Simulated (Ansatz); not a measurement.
Effect of Si → C on NbSi2

Base system: NbSi2 (space group P6_422, No. 181; a = 4.768 Å, c = 6.576 Å).

Modification: every Si is replaced by C; the structure is relaxed again.

Computed with PBEsol (Ansatz, a quantum-chemistry and plane-wave program; PAW; 420 eV plane waves; no spin-orbit coupling), earlier PAW set. Settings: 13×13×9 k-points, 0.05 eV Fermi–Dirac smearing, for the changed cell.

The volume per atom drops by 5.077 Å³ to 9.31 Å³ and the density rises by 1.218 g/cm³, from 5.74 g/cm³ to 6.95 g/cm³. The c/a ratio decreases by 0.052, from 1.379 to 1.327 and the space group stays P6_422 (No. 181). The band gap is still zero.

Final structure:

```
CELL_PARAMETERS angstrom
      4.17698     0.00000     0.00000
     -2.08849     3.61737     0.00000
      0.00000     0.00000     5.54290
ATOMIC_POSITIONS crystal
  Nb 0.50000 0.50000 0.66667
  Nb 0.00000 0.50000 0.33333
  Nb 0.50000 0.00000 0.00000
  C  0.75953 0.87977 0.33333
  C  0.87977 0.75953 0.00000
  C  0.12023 0.87977 0.66667
  C  0.24047 0.12023 0.33333
  C  0.12023 0.24047 0.00000
  C  0.87977 0.12023 0.66667
```

Whether these cells are dynamically stable was not tested. As relaxed here, NbC2 is a hypothetical phase, not in the database extracts checked. The final runs are not spin-polarised. An odd electron count without spin: NbC2 and NbSi2.
